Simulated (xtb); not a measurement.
xtb 6.7.1, GFN2-xTB: Mg(SH)2(dme) (C[O]1CC[O](C)->[Mg]<-1([SH])[SH]), 21 atoms. The geometry is a generated start, not checked to be a minimum at this level.

```yaml
method: GFN2-xTB
"--acc": 1 (default)
"--etemp (K)": 300 (default)
detailed input (--input): "none: ANC optimiser, Lindh (1995) Hessian, microcycle=20, maxdispl=1.0, hlow=0.01 (default)"
basis_functions: 66
valence_electrons: 54
```

```xyz
21

Mg     1.1932     1.2211     0.4877
S      3.0089    -0.2535     0.9985
H      2.1412    -1.1769     1.3889
S      0.0850     3.3305     0.3494
H      1.1321     4.1333     0.4268
C     -1.0137    -0.5557     2.2877
O     -0.5915    -0.0333     1.0508
C     -1.3081    -0.5316    -0.0556
C     -0.8603     0.2865    -1.2666
O      0.5415     0.3161    -1.3675
C      1.1181    -0.7710    -2.0589
H     -0.3857    -0.0969     3.0535
H     -0.8916    -1.6473     2.3168
H     -2.0652    -0.3045     2.4781
H     -2.3905    -0.4043     0.0942
H     -1.0912    -1.6065    -0.1873
H     -1.1646     1.3243    -1.1040
H     -1.3162    -0.0969    -2.1869
H      0.8121    -1.7329    -1.6367
H      2.1969    -0.6660    -1.9477
H      0.8496    -0.7345    -3.1212
```

The structure is relaxed from this start with --opt LEVEL for the levels crude, sloppy, loose, lax, normal, tight, vtight, extreme, once each. Up to the end of the extreme run atoms move by at most 2.2 Å along an axis.

Q: Choose the cheapest level whose final energy lies within 20 meV of that of extreme.

A: tight: 94 cycles against 233, ending 14 meV above.

```json
[
 {"level": "crude", "cycles": "1", "energy above the extreme run (meV)": "71", "gradient norm (eV/Å)": "0.14"},
 {"level": "sloppy", "cycles": "1", "energy above the extreme run (meV)": "71", "gradient norm (eV/Å)": "0.14"},
 {"level": "loose", "cycles": "1", "energy above the extreme run (meV)": "71", "gradient norm (eV/Å)": "0.14"},
 {"level": "lax", "cycles": "2", "energy above the extreme run (meV)": "70", "gradient norm (eV/Å)": "0.058"},
 {"level": "normal", "cycles": "10", "energy above the extreme run (meV)": "67", "gradient norm (eV/Å)": "0.036"},
 {"level": "tight", "cycles": "94", "energy above the extreme run (meV)": "14", "gradient norm (eV/Å)": "0.026"},
 {"level": "vtight", "cycles": "228", "energy above the extreme run (meV)": "under 0.01", "gradient norm (eV/Å)": "0.0017"},
 {"level": "extreme", "cycles": "233", "energy above the extreme run (meV)": "—", "gradient norm (eV/Å)": "0.0016"}
]
```
